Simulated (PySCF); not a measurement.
PySCF 2.14.0, PBE/def2-svpd, df: 1,1,1,2-tetrafluoroethane (FCC(F)(F)F), 8 atoms. The geometry is a generated start, not checked to be a minimum at this level.

| Quantity | Result |
|---|---|
| task | energy |
| method | pbe |
| basis | def2-svpd |
| two-electron scheme | density fitting |
| mol.max_memory | 3000 MB |
| mf.max_cycle | 100 |
| mf.init_guess | minao (default) |
| mf.DIIS | CDIIS (default) |
| mf.conv_tol | 1e-09 (default) |
| mf.grids.level | 3 (default) |
| basis functions | 148 |
| grid points | 104904 |

```xyz
8

F     -1.2925    -1.2231    -0.0405
C     -0.7935     0.0396    -0.0874
C      0.7242     0.0127     0.0766
F      1.1074    -0.5003     1.2465
F      1.3323    -0.6821    -0.8838
F      1.2041     1.2649     0.0205
H     -1.2385     0.6167     0.7306
H     -1.0435     0.4717    -1.0625
```

One run each on 2 threads, 1 BLAS thread. Values of diis_space tried: 3, 5, 8 (default), 12, 20.

Which value of diis_space needs the fewest Fock builds, and what happens away from it?

Fewest Fock builds, within one of each other: 5 with 13, 8 (default) with 12, 12 with 12, 20 with 12. The count rises to 19 at 3. All converge to one solution.

| diis_space | Fock builds | end |
|---|---|---|
| 3 | 19 | same solution |
| 5 | 13 | same solution |
| 8 (default) | 12 | same solution |
| 12 | 12 | same solution |
| 20 | 12 | same solution |
